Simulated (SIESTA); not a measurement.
## A self-consistent single point of Na (Im-3m, 1 atom in the cell) with SIESTA

Method of the run: GGA PBE, numerical atomic orbitals DZP, PseudoDojo PBE standard norm-conserving potentials (rewritten from UPF to PSML) run with SIESTA 5.4.2.

Input:

```
# files in the folder: Na.psml (PseudoDojo PBE standard)
SystemName  Na
SystemLabel na

NumberOfAtoms                1
NumberOfSpecies              1
%block ChemicalSpeciesLabel
  1 11 Na
%endblock ChemicalSpeciesLabel
LatticeConstant              1.0 Bohr
%block LatticeVectors
    -4.045242229    4.045242229    4.045242229
     4.045242229   -4.045242229    4.045242229
     4.045242229    4.045242229   -4.045242229
%endblock LatticeVectors
AtomicCoordinatesFormat      Bohr
%block AtomicCoordinatesAndAtomicSpecies
     0.000000000    0.000000000    0.000000000  1
%endblock AtomicCoordinatesAndAtomicSpecies

XC.functional                GGA
XC.authors                   PBE
PAO.BasisSize                DZP
PAO.EnergyShift              0.01 Ry
MeshCutoff                   400 Ry
%block kgrid.MonkhorstPack
   11   0   0  0.0
    0  11   0  0.0
    0   0  11  0.0
%endblock kgrid.MonkhorstPack
OccupationFunction           FD
ElectronicTemperature        1160.45 K

MaxSCFIterations             150
SCF.Mixer.Method             Pulay
SCF.Mixer.Weight             0.2
SCF.Mixer.History            6
SCF.DM.Tolerance             1.0E-04
Diag.ParallelOverK           true
WriteForces                  true
```

The program printed (abridged):

```
reinit: Reading from file input.fdf

reinit: System Name: Na
reinit: System Label: na

coor:   Atomic-coordinates input format  =     Cartesian coordinates
coor:                                            (in Bohr units)

siesta: Atomic coordinates (Bohr) and species
siesta:      0.00000   0.00000   0.00000  1        1

siesta: System type = bulk

initatomlists: Number of atoms, orbitals, and projectors:      1     9     8

siesta: ******************** Simulation parameters ****************************
redata: Spin configuration                          = none
redata: Time-Reversal Symmetry                      = T
redata: Number of Atomic Species                    =        1
redata: Mesh Cutoff                                 =   400.0000 Ry
redata: Net charge of the system                    =     0.0000 |e|
redata: Min. number of SCF Iter                     =        0
redata: Max. number of SCF Iter                     =      150
redata: SCF convergence failure will abort job
redata: SCF mix quantity                            = Hamiltonian
redata: Mix DM or H after convergence               =   F
redata: Recompute H after scf cycle                 =   F
redata: Mix DM in first SCF step                    =   T
redata: No kicks to SCF
redata: DM Mixing Weight for Kicks                  =     0.5000
redata: Require Harris convergence for SCF          =   F
redata: Harris energy tolerance for SCF             =     0.000100 eV
redata: Require DM convergence for SCF              =   T
redata: DM tolerance for SCF                        =     0.000100
redata: Require EDM convergence for SCF             =   F
redata: EDM tolerance for SCF                       =     0.001000 eV
redata: Require H convergence for SCF               =   T
redata: Hamiltonian tolerance for SCF               =     0.001000 eV
redata: Require (free) Energy convergence for SCF   =   F
redata: (free) Energy tolerance for SCF             =     0.000100 eV
redata: Using DFT-D3 dispersion                     =   F
redata: Using Saved Data (generic)                  =   F
redata: Method of Calculation                       = Diagonalization
redata: Electronic Temperature                      =  1160.4500 K
redata: Number of TDED substeps                     =        3
redata: Dynamics option                             = Single-point calculation
redata: Save all siesta data in one NC              =   F
redata: ***********************************************************************

%block SCF.Mixers
  Pulay
%endblock SCF.Mixers

%block SCF.Mixer.Pulay
  # Mixing method
  method pulay
  variant stable

  # Mixing options
  weight 0.2000
  weight.linear 0.2000
  history 6
%endblock SCF.Mixer.Pulay

DM_history_depth set to one: no extrapolation allowed by default for geometry relaxation
Size of DM history Fstack: 1
Total number of electrons:     9.000000
Total ionic charge:     9.000000

* ProcessorY, Blocksize:    1  10

* Orbital distribution balance (max,min):     9     9

 Kpoints in:          726 . Kpoints trimmed:          666

siesta: k-grid: Number of k-points = 666
siesta: k-points from Monkhorst-Pack grid
siesta: k-cutoff (effective) =    20.392 Ang
siesta: k-point supercell and displacements
siesta: k-grid:    11     0     0      0.000
siesta: k-grid:     0    11     0      0.000
siesta: k-grid:     0     0    11      0.000

diag: Algorithm                                     = D&C
diag: Parallel over k                               =   F
diag: Use parallel 2D distribution                  =   F
diag: Parallel block-size                           = 10
diag: Parallel distribution                         =     1 x     1
diag: Used triangular part                          = Lower
diag: Absolute tolerance                            =  0.100E-15
diag: Orthogonalization factor                      =  0.100E-05
diag: Memory factor                                 =  1.0000

superc: Internal auxiliary supercell:     5 x     5 x     5  =     125
superc: Number of atoms, orbitals, and projectors:    125   1125   1000

                        Single-point calculation

superc: Internal auxiliary supercell:     5 x     5 x     5  =     125
superc: Number of atoms, orbitals, and projectors:    125   1125   1000

outcell: Unit cell vectors (Ang):
       -2.140650    2.140650    2.140650
        2.140650   -2.140650    2.140650
        2.140650    2.140650   -2.140650

outcell: Cell vector modules (Ang)   :    3.707715    3.707715    3.707715
outcell: Cell angles (23,13,12) (deg):    109.4712    109.4712    109.4712
outcell: Cell volume (Ang**3)        :     39.2371
new_DM -- step:     1
Initializing Density Matrix...

Attempting to read DM from file... Failed...
DM filled with atomic data:

InitMesh: MESH = 40 x 40 x 40 = 64000
InitMesh: Mesh cutoff (required, used) =   400.000   482.504 Ry

stepf: Fermi-Dirac step function

        iscf     Eharris(eV)        E_KS(eV)     FreeEng(eV)     dDmax    Ef(eV) dHmax(eV)
   scf:    1    -1243.551572    -1243.227578    -1243.241951  0.473910 -3.071292  2.274873
   scf:    2    -1243.244487    -1243.236124    -1243.250475  0.012427 -3.093659  1.735614
   scf:    3    -1243.257217    -1243.247498    -1243.261780  0.038060 -3.165404  0.016834
   scf:    4    -1243.247472    -1243.247487    -1243.261767  0.001686 -3.172580  0.061604
   scf:    5    -1243.247507    -1243.247498    -1243.261780  0.001309 -3.170525  0.000502
   scf:    6    -1243.247498    -1243.247498    -1243.261780  0.000015 -3.170506  0.000102

SCF Convergence by DM+H criterion
max |DM_out - DM_in|         :     0.0000154678
max |H_out - H_in|      (eV) :     0.0001018005
SCF cycle converged after 6 iterations

Using DM_out to compute the final energy and forces

siesta: E_KS(eV) =            -1243.2475

siesta: E_KS - E_eggbox =     -1243.2475

siesta: Atomic forces (eV/Ang):
     1   -0.000000    0.000000    0.000000
   Tot   -0.000000    0.000000    0.000000
   Max    0.000000
   Res    0.000000    sqrt( Sum f_i^2 / 3N )
   Max    0.000000    constrained

Stress tensor Voigt[x,y,z,yz,xz,xy] (kbar):        2.35        2.35        2.35        0.08        0.08        0.08
(Free)E + p*V (eV/cell)    -1243.3193
Target enthalpy (eV/cell)    -1243.2618

siesta: Program's energy decomposition (eV):
siesta: Ebs     =      -285.382209
siesta: Eions   =      1488.830067
siesta: Ena     =        72.808444
siesta: Ekin    =       756.874415
siesta: Enl     =      -402.770922
siesta: Eso     =         0.000000
siesta: Edftu   =         0.000000
siesta: DEna    =         5.139815
siesta: DUscf   =         0.106283
siesta: DUext   =         0.000000
siesta: Ex      =      -176.491630
siesta: Ec      =       -10.083837
siesta: Exc     =      -186.575466
siesta: Eharris =     -1243.247498
siesta: Etot    =     -1243.247498
siesta: FreeEng =     -1243.261780

siesta: Stress tensor (static) (eV/Ang**3):
siesta:     0.001465    0.000048    0.000048
siesta:     0.000048    0.001465    0.000048
siesta:     0.000048    0.000048    0.001465

siesta: Cell volume =         39.237108 Ang**3

siesta: Pressure (static):
siesta:                Solid            Molecule  Units
siesta:          -0.00001596         -0.00001596  Ry/Bohr**3
siesta:          -0.00146531         -0.00146531  eV/Ang**3
siesta:          -2.34769030         -2.34769030  kBar
```

The run converged in 6 iterations.

The starting cell has typed, rounded lattice constants, without a prior relaxation at this level. Its lattice was rescaled by up to half a per cent. Values carry the incompleteness of an atom-centred basis.
